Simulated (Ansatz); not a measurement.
An Ansatz (a quantum-chemistry and plane-wave program) input (Kohn–Sham DFT with the PBEsol functional, run in Ansatz with PAW and 420 eV plane waves, no spin-orbit coupling):

Ansatz 0.2 input:
```yaml
crystal:
  lattice:
    - [0, 2.2490384312, 2.263657181]
    - [2.2490384312, 0, 2.263657181]
    - [2.2490384312, 2.2490384312, 0]
  atoms:
    - { symbol: N, position: [0.75, 0.75, 0.75] }
    - { symbol: Ga, position: [0, 0, 0] }
basis: { ecutwfc: 420, ecutrho_ratio: 4, xc_grid: 2, fft_grid_basis: typed }
kpoints: { mp_grid: { grid: [13, 13, 13] } }
hamiltonian:
  xc: pbesol
  dispersion: none
  pseudopotentials: { kind: paw }
scf: { occupations: { method: fermi_dirac, width: 0.05 }, convergence: { dr2_threshold: 0.0000000002 } }
relax: { f_tol: 0.005, max_steps: 50 }
output: { forces: true, stress: true }
checkpoint: { write: state.ck, write_every: 1000 }
```

Q: Which symmetry and how many k-points will the program report, and about how many plane waves at Γ?

A: Space group I-4m2 (ITA 119) with 8 operations, k-points 196 of 2197, and 459 plane waves at Γ.

Q: And the final pressure?

A: -1.20 GPa (compression positive).

The cells carry an imposed strain or load. Stability against distortions was not tested. The cell was made from GaN in the zinc blende structure (space group F-43m, No. 216) by this change: uniaxial strain ε_zz = +0.65 %. This is not the structure that GaN has at room temperature and ambient pressure.
